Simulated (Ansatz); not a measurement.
Li (R-3m, No. 166, 3 atoms in the cell; start mp-1018134; another form than the element's usual one), treated with PBEsol (plane waves, PAW; Ansatz, an electronic-structure program).

Run with plane-wave cutoff 520 eV, 20×20×20 k mesh, Fermi–Dirac smearing 0.05 eV, scalar-relativistic PAW data made under PBE.

Cell (relaxed at this level):

```yaml
crystal:
  lattice:
    - [1.52570, 0.88086, 7.51413]
    - [-1.52570, 0.88086, 7.51413]
    - [0.00000, -1.76172, 7.51413]
  atoms:
    - { symbol: Li, position: [0.77777, 0.77777, 0.77777] }
    - { symbol: Li, position: [0.22223, 0.22223, 0.22223] }
    - { symbol: Li, position: [0.00000, 0.00000, 0.00000] }
```

Task: What does this level give for the bulk modulus B0?

Result: 
- bulk modulus B0: 13.6 GPa

The run finds no gap.

Note: the bulk modulus is −V dP/dV from two relaxed cells at ±2 % in volume; the relaxation could not lower the start's symmetry, so the cell can be a saddle point above a distorted one.

The result took roughly 4 core-minutes.

A start named mp-… is a Materials Project structure, which need not be a measured phase.
